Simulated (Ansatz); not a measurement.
Response to strain in InPd

Take InPd in the CsCl type structure (space group Pm-3m, No. 221; a = 3.2480 Å; relaxed with 0.1 eV smearing) as the base. Axes: x, y, z lie along the cube axes.

Strains are applied to the cell and any free atomic positions relax.

Calculations: PBEsol (Ansatz, an electronic-structure program, PAW, no spin-orbit coupling).

Notes on the quantities. energy relative to the base: free energy F; pressure: mean of the normal stresses, compression positive.

| variant | energy relative to the base | pressure | shortest interatomic distance |
|---|---|---|---|
| base | 0 meV/atom | 0.0 GPa | 2.813 Å |
| uniaxial strain ε_zz = −3.00 % | +8.1 meV/atom | 4.5 GPa | 2.785 Å |
| uniaxial strain ε_zz = −2.50 % | +5.5 meV/atom | 3.7 GPa | 2.790 Å |
| uniaxial strain ε_zz = −1.50 % | (withheld) | (withheld) | (withheld) |
| uniaxial strain ε_zz = −1.00 % | +0.8 meV/atom | 1.4 GPa | 2.804 Å |
| uniaxial strain ε_zz = +0.50 % | +0.2 meV/atom | -0.7 GPa | 2.818 Å |
| uniaxial strain ε_zz = +1.00 % | +0.8 meV/atom | -1.3 GPa | 2.822 Å |
| uniaxial strain ε_zz = +1.50 % | +1.8 meV/atom | -1.9 GPa | 2.827 Å |
| uniaxial strain ε_zz = +2.50 % | +4.8 meV/atom | -3.1 GPa | 2.836 Å |
| uniaxial strain ε_zz = +3.00 % | +6.9 meV/atom | -3.7 GPa | 2.841 Å |

Task: What belongs in the blanks?

Result: 
- uniaxial strain ε_zz = −1.50 %, energy relative to the base: +1.9 meV/atom
- uniaxial strain ε_zz = −1.50 %, pressure: 2.1 GPa
- uniaxial strain ε_zz = −1.50 %, shortest interatomic distance: 2.799 Å

Whether these cells are dynamically stable was not tested. All final runs are without spin polarisation.
